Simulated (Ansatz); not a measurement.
# fcc Pt (1 1 1) on diamond (1 1 1) (film strained to the substrate, faces as cut)

A periodic stack without vacuum, fcc Pt (1 1 1) on diamond (1 1 1) (film strained to the substrate, faces as cut): substrate slab C56, film Pt12, surface cells [[-2, 2], [-2, 0]] and [[-2, 1], [-1, -1]], film strained by +3.9 and +3.9 %, faces C/C and Pt/Pt as cut (like faces can put a slab off its formula).

The start was prepared with a machine-learned potential, and the result is one local minimum, with the in-plane cell held and forces under 0.04 eV/Å; the film can end far from its bulk form.

All values below come from PBE (plane waves to 420 eV, PAW; Ansatz, a first-principles code). Spin–orbit coupling is left out; the runs are not spin-polarised; PBE gaps are too small against experiment. Its k-point mesh 6×6×1, Fermi–Dirac width 0.05 eV.

```
Quantity                                                                                   Value
-------------------------------------------------------------------------------  ---------------
interface area                                                                           22.1 Å²
period                                                                                   23.65 Å
gaps between the outermost planes at the two interfaces                          1.30 and 1.25 Å
C–Pt contacts across the interfaces within 1.22 times the sum of covalent radii  14, mean 2.02 Å
hole barrier (PBE)                                                                       1.28 eV
electron barrier (PBE)                                                                   2.84 eV
```

```yaml
crystal:
  lattice:
    - [5.05028, 0.00095, -0.08843]
    - [2.52567, 4.37394, 0.05489]
    - [1.46934, 2.01468, 23.67770]
  atoms:
    - { symbol: C, position: [0.12317, 0.30045, 0.03195] }
    - { symbol: C, position: [0.37724, 0.37925, 0.03326] }
    - { symbol: C, position: [0.12241, 0.71268, 0.03181] }
    - { symbol: C, position: [0.52738, 0.80925, 0.02805] }
    - { symbol: C, position: [0.03883, 0.26764, 0.09384] }
    - { symbol: C, position: [0.52132, 0.27489, 0.09345] }
    - { symbol: C, position: [0.03893, 0.76352, 0.09377] }
    - { symbol: C, position: [0.53417, 0.76993, 0.09127] }
    - { symbol: C, position: [0.70202, 0.92641, 0.11300] }
    - { symbol: C, position: [0.20495, 0.92105, 0.11517] }
    - { symbol: C, position: [0.70205, 0.42150, 0.11293] }
    - { symbol: C, position: [0.19979, 0.42116, 0.11991] }
    - { symbol: C, position: [0.70735, 0.88497, 0.17993] }
    - { symbol: C, position: [0.20953, 0.88332, 0.18067] }
    - { symbol: C, position: [0.70731, 0.38490, 0.17994] }
    - { symbol: C, position: [0.20649, 0.38374, 0.18279] }
    - { symbol: C, position: [0.37719, 0.53794, 0.20296] }
    - { symbol: C, position: [0.87405, 0.53920, 0.20275] }
    - { symbol: C, position: [0.37724, 0.03693, 0.20293] }
    - { symbol: C, position: [0.87644, 0.03840, 0.20184] }
    - { symbol: C, position: [0.38263, 0.50000, 0.26824] }
    - { symbol: C, position: [0.87998, 0.50075, 0.26814] }
    - { symbol: C, position: [0.38265, 0.99868, 0.26816] }
    - { symbol: C, position: [0.88167, 0.00005, 0.26766] }
    - { symbol: C, position: [0.05007, 0.15380, 0.28962] }
    - { symbol: C, position: [0.55079, 0.15350, 0.28974] }
    - { symbol: C, position: [0.05007, 0.65400, 0.28978] }
    - { symbol: C, position: [0.55014, 0.65373, 0.29025] }
    - { symbol: C, position: [0.05567, 0.11547, 0.35503] }
    - { symbol: C, position: [0.55611, 0.11533, 0.35510] }
    - { symbol: C, position: [0.05566, 0.61555, 0.35540] }
    - { symbol: C, position: [0.55555, 0.61579, 0.35548] }
    - { symbol: C, position: [0.72370, 0.77014, 0.37721] }
    - { symbol: C, position: [0.22396, 0.77025, 0.37717] }
    - { symbol: C, position: [0.72441, 0.26929, 0.37694] }
    - { symbol: C, position: [0.22501, 0.26801, 0.37688] }
    - { symbol: C, position: [0.72927, 0.73193, 0.44272] }
    - { symbol: C, position: [0.22931, 0.73202, 0.44269] }
    - { symbol: C, position: [0.72968, 0.23159, 0.44218] }
    - { symbol: C, position: [0.23073, 0.22934, 0.44226] }
    - { symbol: C, position: [0.39643, 0.38592, 0.46345] }
    - { symbol: C, position: [0.89978, 0.38585, 0.46350] }
    - { symbol: C, position: [0.39920, 0.88255, 0.46562] }
    - { symbol: C, position: [0.89763, 0.88620, 0.46450] }
    - { symbol: C, position: [0.40285, 0.34746, 0.52760] }
    - { symbol: C, position: [0.90524, 0.34725, 0.52771] }
    - { symbol: C, position: [0.40653, 0.83927, 0.53376] }
    - { symbol: C, position: [0.90185, 0.85037, 0.53011] }
    - { symbol: C, position: [0.07063, 0.00453, 0.55234] }
    - { symbol: C, position: [0.56914, 0.00476, 0.55225] }
    - { symbol: C, position: [0.07065, 0.50463, 0.55194] }
    - { symbol: C, position: [0.58078, 0.48394, 0.55159] }
    - { symbol: C, position: [0.99012, 0.05183, 0.61417] }
    - { symbol: C, position: [0.57473, 0.05266, 0.61404] }
    - { symbol: C, position: [0.07885, 0.46418, 0.61528] }
    - { symbol: C, position: [0.65826, 0.30299, 0.61205] }
    - { symbol: Pt, position: [0.91967, 0.74790, 0.67016] }
    - { symbol: Pt, position: [0.55485, 0.46721, 0.68919] }
    - { symbol: Pt, position: [0.25034, 0.09284, 0.67098] }
    - { symbol: Pt, position: [0.90997, 0.41003, 0.77607] }
    - { symbol: Pt, position: [0.56673, 0.06403, 0.77309] }
    - { symbol: Pt, position: [0.22129, 0.75549, 0.77542] }
    - { symbol: Pt, position: [0.90034, 0.02825, 0.86939] }
    - { symbol: Pt, position: [0.55446, 0.71947, 0.86916] }
    - { symbol: Pt, position: [0.20615, 0.37400, 0.87221] }
    - { symbol: Pt, position: [0.84567, 0.67207, 0.97512] }
    - { symbol: Pt, position: [0.57181, 0.31837, 0.95576] }
    - { symbol: Pt, position: [0.18170, 0.00843, 0.97395] }
```
